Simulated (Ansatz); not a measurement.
The starting structures come from a database of crystals and need not be the phases stable at ambient conditions.

Tunnelling through a barrier is set by its complex band structure: the current falls as exp(−2κd) with the smallest κ.

Consider the following.

```xyz
12
Lattice="7.6067 0.0000 -0.0753 0.0000 9.9356 0.0000 2.5008 0.0000 3.5359" Properties=species:S:1:pos:R:3 pbc="T T T"
Sn     5.5418     4.1023     0.0590
Sn     4.5658     5.8333     3.4016
Sn     7.1187     9.0702     1.5960
Sn     2.9888     0.8655     1.8646
Cl     9.0088     6.4010     2.9116
Cl     1.0988     3.5346     0.5490
Cl     6.1525     1.4332     2.2794
Cl     3.9550     8.5024     1.1813
F      8.9275     9.7879     2.9691
F      1.1801     0.1477     0.4916
F      6.2338     4.8201     2.2219
F      3.8737     5.1156     1.2388
```

Space group of this cell: Pnma. The cell was relaxed by PBE-D3(BJ); by r2SCAN its mean pressure is -0.9 GPa.

Transport runs along the normal of the first two printed cell vectors.

The gap is the functional's own. No spin-orbit coupling. Mid-gap values are interpolated on the energy grid.

Question: Estimate the band gap and the smallest decay constant κ at mid-gap that r2SCAN (Ansatz, a first-principles code) returns for this system.

Answer: Gap 3.66 eV on a 8×4×8 mesh; κ = 0.371 1/Å, at (0.250, 0.000) of the in-plane reciprocal vectors. At the zone centre, at the nearest computed energy, the slowest state has κ = 0.41 1/Å.
